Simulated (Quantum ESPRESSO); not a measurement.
Worked example: relaxation of the atoms of CaC2 (R3m, 3 atoms in the cell) in Quantum ESPRESSO.

Level of theory: LDA (PZ), PSlibrary ultrasoft (LDA) pseudopotentials (plane waves; Quantum ESPRESSO 7.5).

The input file:

```fortran
&CONTROL
   calculation = 'relax'
   outdir = './out'
   pseudo_dir = './'
   forc_conv_thr = 3.9e-05
/
&SYSTEM
   ibrav = 0
   nat = 3
   ntyp = 2
   ecutwfc = 50
   ecutrho = 450
   occupations = 'smearing'
   smearing = 'fd'
   degauss = 0.0036749
/
&ELECTRONS
   conv_thr = 1.0d-10
   mixing_beta = 0.5
/
&IONS
/
ATOMIC_SPECIES
Ca    40.0780  Ca.pz-spn-rrkjus_psl.1.0.0.UPF
C     12.0110  C.pz-n-rrkjus_psl.1.0.0.UPF
ATOMIC_POSITIONS {crystal}
Ca    0.0127090000    0.0127090000    0.0127090000
C     0.5529130000    0.5529130000    0.5529130000
C     0.4470870000    0.4470870000    0.4470870000
K_POINTS {automatic}
3 3 3  0 0 0
CELL_PARAMETERS {angstrom}
   1.9346781177     1.1169869321     3.9341040000
  -1.9346781177     1.1169869321     3.9341040000
   0.0000000000    -2.2339738641     3.9341040000
```

The program printed (abridged):

```
     Self-consistent Calculation

     iteration #  1     ecut=    50.00 Ry     beta= 0.50

     total energy              =     -99.63734001 Ry
     estimated scf accuracy    <       0.61032318 Ry

     iteration #  2     ecut=    50.00 Ry     beta= 0.50

     total energy              =     -99.78726500 Ry
     estimated scf accuracy    <       0.03162163 Ry

     iteration #  3     ecut=    50.00 Ry     beta= 0.50

     total energy              =     -99.80073580 Ry
     estimated scf accuracy    <       0.01060236 Ry

   [... 10 blocks of this kind left out ...]

     iteration # 14     ecut=    50.00 Ry     beta= 0.50

     negative rho (up, down):  9.685E-04 0.000E+00

     total energy              =     -99.80277857 Ry
     estimated scf accuracy    <          1.3E-10 Ry

     iteration # 15     ecut=    50.00 Ry     beta= 0.50

     negative rho (up, down):  9.686E-04 0.000E+00
     End of self-consistent calculation

     the Fermi energy is     5.3712 ev

!    total energy              =     -99.80277857 Ry
     estimated scf accuracy    <          5.1E-11 Ry
     smearing contrib. (-TS)   =      -0.00000000 Ry
     internal energy E=F+TS    =     -99.80277857 Ry

     convergence has been achieved in  15 iterations

   [... lines left out ...]
     Total force =     0.016893     Total SCF correction =     0.000008
     the Fermi energy is     5.3748 ev
!    total energy              =     -99.80469870 Ry
   [... lines left out ...]

     Total force =     0.000091     Total SCF correction =     0.000001
     Message from routine bfgs:
     history already reset at previous step: exiting
     Energy error            =      9.4E-10 Ry
     Gradient error          =      6.7E-05 Ry/Bohr

     bfgs failed after   9 scf cycles and   7 bfgs steps, convergence not achieved
     (criteria: energy <  1.0E-04 Ry, force <  3.9E-05 Ry/Bohr)

     End of BFGS Geometry Optimization

     Final energy             =     -99.8046987048 Ry

     File ./out/pwscf.bfgs deleted, as requested
Begin final coordinates

ATOMIC_POSITIONS (crystal)
Ca               0.0042406330        0.0042406330        0.0042406330
C                0.5571792745        0.5571792745        0.5571792745
C                0.4512890924        0.4512890924        0.4512890924
End final coordinates

   JOB DONE.
```

The relaxation ended unconverged.  The full log also holds: “WARNING: bfgs curvature condition failed, Theta= 0.981”. The full log also holds: “c_bands:  2 eigenvalues not converged”.

The starting cell comes from a database of computed structures (which also holds hypothetical and non-ambient phases and stackings), without a prior relaxation at this level. Its lattice was rescaled by up to half a per cent. For this run, on top of that: one atom moved by 0.15 angstrom.

Cost on one core of a shared machine: roughly 90 s.
